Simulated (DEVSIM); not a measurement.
Structure: illuminated Si p-on-n cell, one wavelength, with a back-surface field, at 300 K.

Layer 1 from the left is Si, thickness (μm) 0.0840, Na (cm⁻³) 2.6e18, τn (s) 2e-6, τp (s) 6.2e-6, absorption coefficient (cm⁻¹) 160. Layer 2 from the left is Si, thickness (μm) 28.0, Nd (cm⁻³) 9.7e16, τn (s) 1.2e-5, τp (s) 1.2e-5, absorption coefficient (cm⁻¹) 160. Layer 3 from the left is Si, thickness (μm) 0.290, Nd (cm⁻³) 7.5e18, τn (s) 1.2e-5, τp (s) 1.2e-5, absorption coefficient (cm⁻¹) 160.

Left contact: ohmic, minority electron recombination velocity 300 cm/s. Right contact: ohmic, minority hole recombination velocity 2e6 cm/s. Voltage is applied to the left contact. Recombination: SRH at mid-gap, radiative, Auger. Gap narrowing is on: ΔEg = 6.92 meV × (l + √(l² + 0.5)), l = ln(N/1.3e17 cm⁻³), shared equally by both band edges. Light enters at the left, 4.7e16 photons cm⁻² s⁻¹, one pass, no reflection. Mobility is μmin + (μ − μmin)/(1 + (N/Nref)^α).

The device is made up for the run: typed textbook-type constants, with dimensions and the other settings drawn at random. Values at 300 K.

Si: gap (eV) 1.124, affinity (eV) 4.05, permittivity 11.7, Nc (cm⁻³) 2.86e19, Nv (cm⁻³) 3.1e19, μn (cm²/Vs) 1417, μp (cm²/Vs) 470, μn,min 52, μp,min 45, Nref,n 9.7e16, Nref,p 2.2e17, αn 0.68, αp 0.72, B (cm³/s) 4.7e-15, Cn (cm⁶/s) 2.8e-31, Cp (cm⁶/s) 9.9e-32.

Model (solved in DEVSIM): 1D drift-diffusion, Boltzmann statistics, complete ionisation; no tunnelling, impact ionisation, image-force lowering or self-heating.

**Question.** What does the simulation give for the fill factor, the open-circuit voltage, the potential step across the device at zero bias?

**Answer.** fill factor 0.82; open-circuit voltage 0.570 V; potential step across the device at zero bias 0.976 V.
